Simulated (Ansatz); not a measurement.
An ideal cubic perovskite cell is held by its symmetry; such compounds can tilt or shift off centre at room temperature. Cells marked so need not be the phases stable at ambient conditions, and some may be hypothetical.

The gap is the functional's own. No spin-orbit coupling. Mid-gap values are interpolated on the energy grid.

A. Li2Se (Fm-3m, anti-fluorite, not sure to be the ambient phase, 3 atoms a cell, 17.6 Å³ an atom), along the normal of (111)
B. SnSe₂ (P-3m1, CdI2 type, not sure to be the ambient phase, 3 atoms a cell, 25.6 Å³ an atom), along the normal of (111)
C. CsSnI₃ (Pm-3m, cubic perovskite, 5 atoms a cell, 49.7 Å³ an atom), along the normal of (110)
D. BaNiF$_{6}$ (R-3m, not sure to be the ambient phase, 8 atoms a cell, 13.5 Å³ an atom), along the normal of (101)

**Question.** Rank these by mid-gap decay constant of the slowest evanescent state (lowest first), as r2SCAN run with Ansatz (an electronic-structure program) gives it.

**Answer.** C (0.05 1/Å), B (0.11 1/Å), A (0.25 1/Å), D (0.50 1/Å)
